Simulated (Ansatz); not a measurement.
PbZrO3 (Pm-3m, No. 221, 5 atoms in the cell; start mp-1068577; cubic high-temperature phase)

The numbers are results of HSE06 in Ansatz (PAW), not measurements.

Numerical settings: plane-wave cutoff 460 eV, 6×6×6 k mesh, Fermi–Dirac smearing 0.01 eV, scalar-relativistic PAW data made under PBE.

Cell (relaxed with PBEsol):

```cif
data_O3PbZr
_chemical_formula_sum 'Zr1 Pb1 O3'
_space_group_name_H-M_alt 'P 1'
_space_group_IT_number 1
_cell_length_a 4.14120
_cell_length_b 4.14120
_cell_length_c 4.14120
_cell_angle_alpha 90.000
_cell_angle_beta 90.000
_cell_angle_gamma 90.000
loop_
_space_group_symop_operation_xyz
  'x, y, z'
loop_
_atom_site_label
_atom_site_type_symbol
_atom_site_fract_x
_atom_site_fract_y
_atom_site_fract_z
_atom_site_occupancy
Zr1 Zr 0.00000 0.00000 0.00000 1
Pb1 Pb 0.50000 0.50000 0.50000 1
O1 O 0.50000 0.00000 0.00000 1
O2 O 0.00000 0.50000 0.00000 1
O3 O 0.00000 0.00000 0.50000 1
```

```yaml
band_gap: 3.49 eV (on the SCF k mesh)
"Γ–Γ gap": 5.83 eV
```

Note: held by symmetry at 0 K, a high-temperature phase can be a saddle point; cell and atoms aren't relaxed at this level (pressure 1.0 GPa).

Spin–orbit coupling is not included; with these elements it can move the gap by several tenths of an eV or more.

The computed numbers hold no vibrational or temperature effects.

It cost about 2.9 core-minutes (a rough figure) of CPU time.

A start named mp-… is a Materials Project structure, which need not be a measured phase.

Ansatz is an electronic-structure program.
